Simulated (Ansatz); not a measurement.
```xyz
35
Lattice="4.2143 0.0001 -0.0227 0.0001 4.2141 0.0464 -1.9189 -0.3701 30.7258" Properties=species:S:1:pos:R:3 pbc="T T T"
In     0.2929    -0.3481     5.7721
In     2.3824     1.7940     2.7913
In     0.3250    -0.4183    11.7274
In     2.4163     1.7244     8.7616
In     2.4527     1.6571    14.7313
P      0.2837     1.7756     4.3082
P      2.3762    -0.2971     1.3016
P      0.3172     1.7057    10.2606
P      2.4080    -0.3658     7.2507
P      0.3542     1.6311    16.2085
P      2.4407    -0.4344    13.2024
N      2.5016     3.6765    20.9072
N      0.3940     1.5696    20.9367
N      0.3833     3.7003    18.8775
N      2.4897     1.5935    18.7844
N     -1.6902     3.6289    25.2176
N      0.4170     1.5215    25.2044
N      0.4053     3.6523    23.0882
N      2.5128     1.5454    23.0688
N     -1.6666     3.5820    29.4600
N      0.4395     1.4737    29.4581
N      0.4283     3.6049    27.3510
N     -1.6786     1.4972    27.3763
Ti     0.3945     3.6763    20.9510
Ti     2.5012     1.5694    20.9175
Ti     2.4901     3.6998    18.8943
Ti     0.3812     1.5962    18.5818
Ti     0.4170     3.6290    25.1890
Ti    -1.6901     1.5211    25.2443
Ti     2.5125     3.6529    23.0303
Ti     0.4056     1.5450    23.1052
Ti     0.4417     3.5786    29.6905
Ti    -1.6681     1.4754    29.3938
Ti    -1.6783     3.6045    27.4033
Ti     0.4283     1.4980    27.3141
```

The first 11 atoms are the substrate (InP-zb), the rest the film (TiN-rs).

All values below come from PBE (plane waves to 420 eV, PAW; Ansatz, a program for electronic structure). Spin–orbit coupling is left out; the runs are not spin-polarised; PBE gaps are too small against experiment. Its k-point mesh 7×7×1, Fermi–Dirac width 0.05 eV.

Task: Describe the bonding at the interfaces and give the barriers.

Result: A periodic stack without vacuum, rock-salt TiN (0 0 1) on zinc-blende InP (0 0 1) (film strained to the substrate, faces as cut): substrate slab In5P6, film N12Ti12, surface cells [[1, 0], [1, 1]] and [[0, -1], [2, 1]], film strained by -0.8 and -0.8 %, faces P/P and NTi/NTi as cut (like faces can put a slab off its formula).
- interface area = 17.8 Å²
- period = 30.72 Å
- gaps between the outermost planes at the two interfaces = 2.37 and 2.38 Å
- P–Ti contacts across the interfaces within 1.22 times the sum of covalent radii = 2, mean 2.38 Å
- hole barrier (PBE) = 0.11 eV
- electron barrier (PBE) = 0.33 eV
